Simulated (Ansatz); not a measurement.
Stishovite (SiO2) was calculated with PBE-D4 in Ansatz (PAW).

Run with plane-wave cutoff 520 eV, 8×8×12 k mesh (along the axes of the cell as run), Fermi–Dirac smearing 0.01 eV, scalar-relativistic PAW data made under PBE.

Computed at the level's own relaxed cell.

```
O2Si
1.0
    4.20403     0.00000     0.00000
    0.00000     4.20403     0.00000
    0.00000     0.00000     2.68227
Si O
2 4
Direct
  0.00000   0.00000   0.00000
  0.50000   0.50000   0.50000
  0.30614   0.30614   0.00000
  0.80614   0.19386   0.50000
  0.19386   0.80614   0.50000
  0.69386   0.69386   0.00000
```

List the 20 lowest band energies at Γ above −25 eV (eV, relative to the valence band maximum), grouping those that round alike.

At Γ: -22.38, -18.84 (×2), -18.61, -10.76, -6.32 (×2), -6.09, -5.31, -5.01, -3.08 (×2), -2.49, -0.87 (×2), 0.00, 5.31, 6.66, 8.39 (×2).

Ansatz is an electronic-structure program.
